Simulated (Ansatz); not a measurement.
Cu under load (space group Immm): band-structure transport figures

Given:

```yaml
crystal:
  lattice:
    - [-0.00890, 1.77015, 1.79892]
    - [1.77015, -0.00890, 1.79892]
    - [1.76126, 1.76126, 0.00000]
  atoms:
    - { symbol: Cu, position: [0.00000, 0.00000, 0.00000] }
```

Level of theory: PBEsol, rigid bands (plane waves, PAW, scalar-relativistic; Ansatz, a program for electronic structure). Condition of this run: uniaxial stress along [110] of 2 GPa (compression positive) (the target of the relaxation). Geometry: cell and atoms relaxed with PBEsol, then loaded as said.

```
Item                                                               Value
------------------------------------  ----------------------------------
density of states at the Fermi level  0.298 states/(eV·cell), both spins
bare Sommerfeld coefficient                    0.70 mJ/(mol of atoms·K²)
Drude plasma energy                                               9.1 eV
root-mean-square Fermi velocity                                1.1e6 m/s
resistivity times τ                                     5.9 ×10⁻²² Ω·m·s
resistivity times mean free path                         6.5 ×10⁻¹⁶ Ω·m²
```

A metal at this level (no band gap); rigid bands, thermally averaged at 300 K, both spins. Spin-orbit coupling is left out. τ is one relaxation time for all states; the product of resistivity and mean free path takes one path for all states instead.
